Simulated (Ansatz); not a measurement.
# CoSn (P6/mmm): band-structure transport figures

Input:

```yaml
crystal:
  lattice:
    - [5.21843, 0.00000, 0.00000]
    - [-2.60921, 4.51929, 0.00000]
    - [0.00000, 0.00000, 4.17053]
  atoms:
    - { symbol: Co, position: [0.00000, 0.50000, 0.00000] }
    - { symbol: Co, position: [0.50000, 0.00000, 0.00000] }
    - { symbol: Co, position: [0.50000, 0.50000, 0.00000] }
    - { symbol: Sn, position: [0.66667, 0.33333, 0.50000] }
    - { symbol: Sn, position: [0.33333, 0.66667, 0.50000] }
    - { symbol: Sn, position: [0.00000, 0.00000, 0.00000] }
```

Method: r2SCAN, rigid bands (plane waves, PAW, scalar-relativistic; Ansatz, a quantum-chemistry and plane-wave program). Condition of this run: functional r2SCAN on the same cell. Cell: cell and atoms relaxed with PBEsol.

- density of states at the Fermi level: 2.12 states/(eV·cell), both spins
- bare Sommerfeld coefficient: 0.83 mJ/(mol of atoms·K²)
- Drude plasma energy: 1.86 (x), 1.86 (y), 7.2 (z) eV
- root-mean-square Fermi velocity: 5.9e5 m/s
- resistivity times τ: 142 (x), 142 (y), 9.3 (z) ×10⁻²² Ω·m·s

A metal at this level (no band gap); rigid bands, thermally averaged at 300 K, both spins. Spin-orbit coupling is left out. τ is one relaxation time for all states.

Treated as nonmagnetic (a ferromagnetic start lost its moment, other orders weren't tried): CoSn (P6/mmm).
